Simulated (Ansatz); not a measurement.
Functionals compared on CH3 on the 1x1 (100) surface of monoclinic HfO2 (cut with top plane 2 O), one in a 1x1 cell, started at the site 'hollow O-O-O over O at depth 6.8 Å', in Ansatz (plane waves, PAW). The structure was relaxed with PBE; the other rows are single points on it, each with its references at the same level. Cutoff 420 eV (500 eV for r2SCAN). The points keep PBE's geometry, so the relaxation of a polaron and the settling of charge on one site are left out.

Host crystal: monoclinic HfO2, with a band gap (PBE, scalar-relativistic without spin-orbit coupling).

Slab: 28 atoms, 9.3 Å thick at the start under the adsorbate (thin: gaps and levels are the slab's own); k 4x4x1, smearing 0.01 eV, dipole-corrected; 12 atoms held, the rest relaxed; no symmetry held; spin-polarised, ending with about 1.0 μB a cell; orders that need a larger cell were not tried, no spin-orbit, no U, no dispersion correction. At the end it is bonded to Hf. In PBE it is, or lies within 0.03 eV of, the lowest of the starts that converged. These notes are the PBE run's. r2SCAN: The program's check for a lower electronic state was not made. Adsorption energies are against CH4(g) − ½ H2(g). A negative adsorption energy means that the adsorbate is more stable on the surface than in its reference.

| functional | adsorption energy (eV) | gap of the slab on its k-mesh (eV) | highest filled level below the top vacuum level (eV) | magnetic moment of the cell (μB) | rough cost of the single point |
|---|---|---|---|---|---|
| PBE | 2.13 | 1.68 | 6.20 | 1.00 | – |
| RPBE | ___ | ___ | ___ | 1.00 | about 7 core-minutes (a rough figure) |
| r2SCAN | 1.87 | 2.48 | 6.47 | 1.00 | roughly 14 core-minutes |

Question: Complete the blanks.

Answer: 
- RPBE, adsorption energy (eV): 2.22
- RPBE, gap of the slab on its k-mesh (eV): 1.77
- RPBE, highest filled level below the top vacuum level (eV): 6.07

Ansatz is an electronic-structure program.
